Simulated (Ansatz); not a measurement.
The starting structures come from a database of crystals and need not be the phases stable at ambient conditions.

 Where the default PAW files enter, the runs use the earlier of Ansatz's two default sets.

Here is the system:

```
GaP
1.0
    3.84172     0.00000     0.00000
   -1.92086     3.32703     0.00000
    0.00000     0.00000     6.33293
Ga P
2 2
Direct
  0.66667   0.33333   0.50005
  0.33333   0.66667   0.00005
  0.66667   0.33333   0.87395
  0.33333   0.66667   0.37395
```

Space group of this cell: P6_3mc, wurtzite. The cell is taken as given.

The numbers are results of r2SCAN (plane waves, PAW; Ansatz, an electronic-structure program), not measurements.

The current runs along the normal of the first two printed vectors; no spin-orbit coupling. Scaled by the factor s: the length along the current (ions clamped). Meshes 12×12×6 and 12×12 across the current in all rows.

| s | mean pressure (GPa) | band gap (eV) |
|---|---|---|
| 0.97 | 3.1 | 1.53 |
| 1.00 | 0.1 | 1.74 |
| 1.03 | -2.2 | ? |

Question: Take the slope of the band gap against ln s from the two given rows, extrapolate to s = 1.03, and say what the run there gives.

Answer: Slope = (1.53 − 1.74) / ln 0.97 = 6.89 eV. The line gives 1.74 + (6.89) × ln 1.03 = 1.94 eV. The run gives 1.70 eV, 0.24 eV under the line, 120 % of the predicted step.
